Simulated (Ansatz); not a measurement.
Start from BAs in the zinc blende structure (space group F-43m, No. 216).

```yaml
crystal:
  lattice:
    - [0.00000, 2.39196, 2.39196]
    - [2.39196, 0.00000, 2.39196]
    - [2.39196, 2.39196, 0.00000]
  atoms:
    - { symbol: As, position: [0.25000, 0.25000, 0.25000] }
    - { symbol: B, position: [0.00000, 0.00000, 0.00000] }
```

The values are results of DFT with r2SCAN, PAW potentials and a 500 eV plane-wave cutoff in Ansatz (a quantum-chemistry and plane-wave program), scalar-relativistic without spin-orbit coupling, not measurements.

One change was made to it. Results:

| quantity | base | after |
|---|---|---|
| width of the top valence band | 5.41 eV | 5.71 eV |
| band gap | 1.38 eV | 1.33 eV |
| smallest direct gap | 3.44 eV | 3.49 eV |

Q: Which of these changes matches the shifts?
A. pressure 3 GPa
B. pressure −2 GPa
C. pressure −1 GPa
D. pressure 7.5 GPa
E. pressure 0.3 GPa

A: D, pressure 7.5 GPa. For comparison, the width of the top valence band in the other runs: pressure −1 GPa gives 5.37 eV; pressure 0.3 GPa gives 5.42 eV; pressure −2 GPa gives 5.32 eV; pressure 3 GPa gives 5.53 eV.

Load acts through the strain it causes; cell and atoms are relaxed under it. No phonon test of stability was made. No other phases were tried under pressure.
